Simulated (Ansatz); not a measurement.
The starting structures come from a database of crystals and need not be the phases stable at ambient conditions.

The decay constant κ of evanescent states in the gap governs leakage through a thin film.

Given:

```
LiRb2VO4
1.0
    6.53822     0.00000     0.00000
    0.00000     7.87547     0.00000
    2.62385     0.00000     5.23698
Rb Li V O
4 2 2 8
Direct
  0.79156   0.45069   0.60422
  0.20844   0.95069   0.39578
  0.12476   0.58928   0.93762
  0.87524   0.08928   0.06238
  0.40242   0.17080   0.79879
  0.59758   0.67080   0.20121
  0.38210   0.38924   0.30895
  0.61790   0.88924   0.69105
  0.70812   0.78228   0.40638
  0.29188   0.28228   0.59362
  0.70812   0.78228   0.88550
  0.29188   0.28228   0.11450
  0.73074   0.09124   0.63463
  0.26926   0.59124   0.36537
  0.67408   0.42291   0.16296
  0.32592   0.92291   0.83704
```

Space group of this cell: Cmc2_1. The cell is taken as given; by r2SCAN its mean pressure is -0.8 GPa.

Transport runs along the normal of the first two printed cell vectors.

No gap correction and no spin-orbit coupling; mid-gap values are interpolated between computed energies.

### Question
Give the band gap and the smallest decay constant κ at mid-gap that r2SCAN in Ansatz (an electronic-structure program) yields.

### Answer
Gap 4.30 eV on a 6×4×6 mesh; κ = 0.521 1/Å, at the zone centre.
